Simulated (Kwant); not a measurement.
Device: wire with a side stub in a Si two-dimensional gas. Effective mass 0.19 mₑ, grid spacing 1.7 nm, hard walls, nominal width 40 nm (23 grid rows, so walls 40.8 nm apart), one parabolic valley, scattering region 120 nm long along x; energies count from the band bottom; Fermi energy swept from 0.00098955 to 0.011751 eV. Closed stub on one side, 47 nm wide and 79 nm deep.

The device is made up for the run: typed textbook-type constants, with dimensions and the other settings drawn at random.

Model: effective-mass tight-binding model on a square grid, one spin, coherent transport at 0 K (Kwant). Conductance is in e²/h.

Question: How many channels do the leads carry at E = 7.32 meV?

Answer: The hard-wall thresholds are n² ħ²π²/(2mW²) = n² × 1.19 meV with W = 40.8 nm. √(7.32/1.19) = 2.48, so 2.
